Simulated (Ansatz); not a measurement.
Base system: Mn2Ge (space group P6_3/mmc, No. 194; a = 4.1096 Å, c = 4.9748 Å; ferromagnetic; a cell from a computed database, its experimental status unchecked). Axes: x lies along a and z along c of the hexagonal cell.

The values are results of PBEsol in Ansatz (plane waves to 420 eV, PAW, without spin-orbit coupling), not measurements.

For the base:

Band gap: zero
Magnetic state: ferromagnetic
Largest site moment: 2.07 μB
Pressure: 0.0 GPa

The change: the cell is stretched by 5.53 % along x with no lateral relaxation; the atoms relax in the strained cell.

Q: Predict the new band gap, energy relative to the base, magnetic state, largest site moment and pressure.

A: The band gap stays zero; the energy grows by 26 meV/atom; the magnetic state stays ferromagnetic; the largest site moment grows by 0.21 μB, from 2.07 μB to 2.28 μB; the pressure (mean of the normal stresses, compression positive) goes from zero to -7.6 GPa.

Other magnetic orders, which the real material may have, were not ruled out. Without a gap, meshes like the base's 13×13×10 leave anisotropic stresses uncertain by several tenths of a GPa, and small strain energies with them. Whether these cells are dynamically stable was not tested.

Ansatz is a quantum-chemistry and plane-wave program.
